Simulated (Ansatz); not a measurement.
**Pressure series in BP**

The parent structure is BP in the zinc blende structure (space group F-43m, No. 216; a = 4.536 Å).

Cell and atoms are relaxed at each pressure.

Method: r2SCAN (Ansatz, a program for electronic structure), without spin-orbit coupling, earlier PAW set.

Candidates:
(a) pressure 9 GPa
(b) pressure 60 GPa
(c) pressure 18 GPa
(d) pressure 30 GPa
(e) pressure 45 GPa

Base values:

Band gap: 1.41 eV

Problem. Order them by band gap, lowest first.

Solution. (b) pressure 60 GPa (1.00 eV), (e) pressure 45 GPa (1.09 eV), (d) pressure 30 GPa (1.19 eV), (c) pressure 18 GPa (1.27 eV), (a) pressure 9 GPa (1.34 eV)

Load acts through the strain it causes; cell and atoms are relaxed under it. Whether these cells are dynamically stable was not tested. No other phases were tried under pressure.
